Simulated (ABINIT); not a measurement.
A self-consistent single point of BP (P6_3mc, 4 atoms in the cell) with ABINIT.

Method of the run: LDA (PW92), norm-conserving pseudopotentials (PseudoDojo nc-sr-04 LDA standard) (plane waves; ABINIT 10.0.3).

The change in words: lattice scaled by 0.98. Reference geometry:
```xyz
4
Lattice="3.1883 0.0000 0.0000 -1.5942 2.7612 0.0000 0.0000 0.0000 5.2901" Properties=species:S:1:pos:R:3 pbc="T T T"
B      1.5942     0.9204     2.6472
B      0.0000     1.8408     0.0022
P      1.5942     0.9204     4.6266
P      0.0000     1.8408     1.9816
```

Reference input (self-consistent single point, DFT, LDA (PW92), plane waves, norm-conserving pseudopotentials (PseudoDojo nc-sr-04 LDA standard)): pseudos = [B.upf, P.upf]; ecut = 1034 eV; ixc = 7; occopt = 1; ngkpt = 10 10 5; nshiftk = 1; shiftk = 0 0 0; potentials = PseudoDojo nc-sr-04 LDA standard; nband = 12; kptopt = 1; nstep = 60; tolvrs = 1e-12. This run's input differs from it in these lines:

```diff
@@ -3,6 +3,6 @@
 pseudos "B.upf, P.upf"
-acell 3.1883199334 3.1883199334 5.2900700000 Angstrom
+acell 3.1245539195 3.1245539195 5.1842690000 Angstrom
 rprim
-         1.0000000000    0.0000000048    0.0000000000
-        -0.5000000042    0.8660254014    0.0000000000
+         1.0000000000    0.0000000060    0.0000000000
+        -0.5000000052    0.8660254008    0.0000000000
          0.0000000000    0.0000000000    1.0000000000
```

Log, with long lists cut:

```
--- !BeginCycle
solver: {iscf: 7, nstep: 60, nline: 4, wfoptalg: 0, }
tolerances: {tolvrs: 1.00E-12, }
...

     iter   Etot(hartree)      deltaE(h)  residm     vres2
 ETOT  1  -19.821378979400    -1.982E+01 3.457E-02 3.153E+02
 ETOT  2  -19.875792042348    -5.441E-02 2.045E-02 6.859E+01
 ETOT  3  -19.889610917916    -1.382E-02 2.377E-03 5.469E-01
 ETOT  4  -19.889712671295    -1.018E-04 1.390E-03 5.138E-03
 ETOT  5  -19.889713035253    -3.640E-07 1.209E-03 2.478E-05
 ETOT  6  -19.889713037152    -1.899E-09 5.406E-04 3.021E-07
 ETOT  7  -19.889713037180    -2.799E-11 5.920E-04 3.632E-09
 ETOT  8  -19.889713037181    -3.553E-13 4.434E-04 2.560E-11
 ETOT  9  -19.889713037181    -1.741E-13 2.764E-04 5.340E-13
 At SCF step    9       vres2   =  5.34E-13 < tolvrs=  1.00E-12 =>converged.

 Cartesian components of stress tensor (hartree/bohr^3)
  sigma(1 1)= -1.87944412E-04  sigma(3 2)=  0.00000000E+00
  sigma(2 2)= -1.87944412E-04  sigma(3 1)=  0.00000000E+00
  sigma(3 3)= -1.91659508E-04  sigma(2 1)=  1.57796051E-14

 ----iterations are completed or convergence reached----

 reduced coordinates (array xred) for    4 atoms
       0.666666666667      0.333333333333      0.500410000000
       0.333333333333      0.666666666667      0.000410000000
       0.666666666667      0.333333333333      0.874590000000
       0.333333333333      0.666666666667      0.374590000000
 cartesian forces (eV/Angstrom) at end:
    1      0.00000000000000     0.00000000000000     0.02875030298849
   [... lines left out ...]
 Fermi (or HOMO) energy (hartree) =   0.30704   Average Vxc (hartree)=  -0.41570
 Fermi (or HOMO) energy (eV) =   8.35488   Average Vxc (eV)= -11.31177
   [... lines left out ...]
total_energy        : -1.98897130371809E+01
total_energy_eV     : -5.41226616319977E+02
band_energy         :  7.71537248905153E-01
...

-Cartesian components of stress tensor (GPa)         [Pressure=  5.5659E+00 GPa]
- sigma(1 1)= -5.52951456E+00  sigma(3 2)=  0.00000000E+00
- sigma(2 2)= -5.52951457E+00  sigma(3 1)=  0.00000000E+00
- sigma(3 3)= -5.63881645E+00  sigma(2 1)=  4.64251932E-10

 Calculation completed.
```

The run converged in 9 iterations. Against the reference run the free energy is nearly the same (within 1 meV/atom), the pressure goes from -5.08 to 5.57 GPa, the largest force goes from 0.007 to 0.029 eV/Å and the gap on the mesh goes from 1.073 to 0.827 eV.

The starting cell comes from a database of computed structures (which also holds hypothetical and non-ambient phases and stackings), without a prior relaxation at this level. For this run, on top of that: lattice scaled by 0.98. With a pressure of about 6 GPa the cell is away from its equilibrium volume at this level.

Cost on one core of a shared machine: roughly 50 s.
